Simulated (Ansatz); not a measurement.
Functionals compared on the 1x1 (100) surface of monoclinic ZrO2 (cut with top plane 2 O), in Ansatz (plane waves, PAW). The structure was relaxed with PBE; the other rows are single points on it. Cutoff 420 eV (500 eV for r2SCAN).

Host crystal: monoclinic ZrO2, with a band gap (PBE, scalar-relativistic without spin-orbit coupling).

Model: 24-atom slab, 9.4 Å thick at the start (thin: gaps and levels are the slab's own), 4x4x1 mesh, Fermi-Dirac 0.01 eV, dipole correction, 12 atoms held, the rest relaxed; symmetry of the start imposed; no spin, no spin-orbit, no U. These notes are the PBE run's.

```tsv
functional	gap of the slab on its k-mesh (eV)	highest filled level below the top vacuum level (eV)	rough cost of the single point
PBE	3.48	7.25	–
RPBE	(withheld)	(withheld)	roughly 80 core-seconds
r2SCAN	3.92	7.59	roughly 2.2 core-minutes
```

Question: Some entries are withheld; supply them.

Answer: 
- RPBE, gap of the slab on its k-mesh (eV): 3.54
- RPBE, highest filled level below the top vacuum level (eV): 7.12

Ansatz is a program for electronic structure.
